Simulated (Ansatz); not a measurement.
Cubic perovskite KCdF3, treated with LDA (PAW; Ansatz, a quantum-chemistry and plane-wave program).

Run with plane-wave cutoff 520 eV, 8×8×8 k mesh, Fermi–Dirac smearing 0.01 eV, scalar-relativistic PAW data made under PBE.

Energies at three volumes about the minimum:

```tsv
V (Å³/atom)	E − E_lowest (meV/atom)
15.628	1.53
15.947	0.00
16.266	1.43
```

Fit a parabola by hand: where is the minimum, what lattice constant follows, and what is the bulk modulus?

Slopes: (0.00 − 1.53)/(15.947 − 15.628) = -4.796 and (1.43 − 0.00)/(16.266 − 15.947) = 4.483 meV/Å³. Curvature E″ = 2 × (4.483 − (-4.796))/(16.266 − 15.628) = 29.088 meV/Å⁶. From the middle of the first interval, the slope vanishes at V0 = 15.7875 − (-4.796)/29.088 = 15.952 Å³/atom. B = V0 E″ = 15.952 × 29.088 meV/Å³ × 0.1602 GPa per meV/Å³ = 74.3 GPa. With 5 atoms in the cube, a = (5 × 15.952)^(1/3) = 4.305 Å. The full Birch–Murnaghan fit to all volumes gives V0 = 15.946 Å³/atom and B0 = 74.4 GPa.

Note: the relaxation could not lower the start's symmetry, so the cell can be a saddle point above a distorted one.
